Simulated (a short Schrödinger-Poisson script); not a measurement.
Structure: symmetric double-gate stack, Al2O3 on p-type Si(110), at 300 K.

| layer | material | thickness (nm) | Na (cm⁻³) |
|---|---|---|---|
| 1 | Al2O3 | 5.4 | - |
| 2 | Si | 2 | 1e18 |
| 3 | Al2O3 | 5.4 | - |

The device is made up for the run: typed textbook-type constants, with dimensions and the other settings drawn at random. Al2O3: permittivity 9, conduction-band edge (eV) 2.7, gap (eV) 6.8, electron mass (mₑ) 0.3. Si: permittivity 11.7, conduction-band edge (eV) 0, gap (eV) 1.124, Nv at 300 K (cm⁻³) 3.1e19.

Channel valleys (confinement mass, in-plane density-of-states mass, number): Δ4 0.315, 0.324, 4; Δ2 0.19, 0.417, 2. At the gates, both at one voltage, the conduction-band edge of layer 1 lies 2.86 eV − eVg above the Fermi level of the channel. Gaps are held at their typed values at every temperature. Mesh 0.03 nm at interfaces.

From a short Schrödinger-Poisson script (our own, NumPy): 1D Poisson equation in equilibrium, electrons classical, Boltzmann, parabolic valleys, classical holes, full ionisation, no traps, pinning or gate leakage.

The same stack at other levels of the model or other numerical settings:

| run | sheet density of all electrons at Vg = 1.6 V (cm⁻²) | sheet density of all electrons at Vg = 0.4 V (cm⁻²) | capacitance of both gates at Vg = 1.6 V (μF/cm²) | rough cost against the base |
|---|---|---|---|---|
| base | 2.49e13 | 4.16e12 | 2.85 | about 1 |
| electrons treated as classical, Fermi-Dirac | [?] | 4.04e12 | 2.72 | 3 |
| electrons treated as quantum, Hartree | [?] | 3.85e11 | [?] | 10 |
| mesh six times as coarse | 2.46e13 | 4.10e12 | 2.81 | 0.7 |

Question: What belongs in the gaps?

Answer: 
- electrons treated as classical, Fermi-Dirac, sheet density of all electrons at Vg = 1.6 V (cm⁻²): 2.39e13
- electrons treated as quantum, Hartree, sheet density of all electrons at Vg = 1.6 V (cm⁻²): 1.88e13
- electrons treated as quantum, Hartree, capacitance of both gates at Vg = 1.6 V (μF/cm²): 2.61

The classical rows ignore confinement, and Boltzmann statistics overrate the density once the band edge passes the Fermi level.
